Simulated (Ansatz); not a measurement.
Data:

```
CELL_PARAMETERS angstrom
      4.42314     0.00000     0.00000
      0.00000     4.42314     0.00000
      0.00000     0.00000     2.74894
ATOMIC_POSITIONS crystal
  V  0.00000 0.00000 0.00000
  V  0.50000 0.50000 0.50000
  O  0.29647 0.29647 0.00000
  O  0.79647 0.20353 0.50000
  O  0.20353 0.79647 0.50000
  O  0.70353 0.70353 0.00000
```

Spin-polarised, with starting moments of sign V+ V+ O0 O0 O0 O0.

Calculations: DFT with PBE, PAW potentials and a 420 eV plane-wave cutoff in Ansatz (an electronic-structure program), spin-orbit coupling left out. Γ-centred 10×10×16 mesh, Fermi–Dirac width 0.05 eV.

**Question.** Estimate the largest site moment.

**Answer.** 0.75 μB.

**Question.** What band gap does the calculation give?

**Answer.** Zero.

The magnetic state is the one reached from the starting moments; the real material's order can differ, and small cells can't hold many antiferromagnetic ones. Load acts through the strain it causes; cell and atoms are relaxed under it. Stability against distortions was not tested. No other phases were tried under pressure. No Hubbard U is applied, and correlation can decide whether such a compound is a metal. The cell was made from VO2 in the rutile structure (space group P4_2/mnm, No. 136; ferromagnetic) by this change: pressure 30 GPa.
